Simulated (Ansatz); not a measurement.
System: interstitial O in rock-salt TiN (neutral cell). The step: several atoms move together, O the farthest; the atom moves 2.11 Å along (0.50, 0.00, 0.00) of the unit cell; the moving atom starts with neighbours 4 N at 2.16; 4 Ti at 1.91 Å and ends with 4 N at 2.16; 4 Ti at 1.91 Å. A PBE band in Ansatz (plane-wave PAW, a 2×2×2 k-point mesh shifted by half a step, 64 host sites, 92 SCF runs with any check of the saddle's order, static, no finite-size correction) gives a forward barrier of 1.44 eV. The saddle point's order was not checked, and it lies on a symmetry element of the cell, where a band can be held. Sites that were not tried may lie lower.

Single points at the band's start and saddle point can refine it. Rough cost of one point, in units of the band's mean SCF on the same machine:

```tsv
Level	Cost of one point
PBE, a 4×4×4 k-point mesh shifted by half a step	about 7
r2SCAN at 500 eV, a 2×2×2 k-point mesh shifted by half a step	about 2
```

Which of these move the barrier by more than 0.1 eV, and how far does each move it?

PBE, a 4×4×4 k-point mesh shifted by half a step: +0.37 eV; r2SCAN at 500 eV, a 2×2×2 k-point mesh shifted by half a step: +0.07 eV. Each functional is compared with PBE at the same k-points.

Ansatz is a quantum-chemistry and plane-wave program.
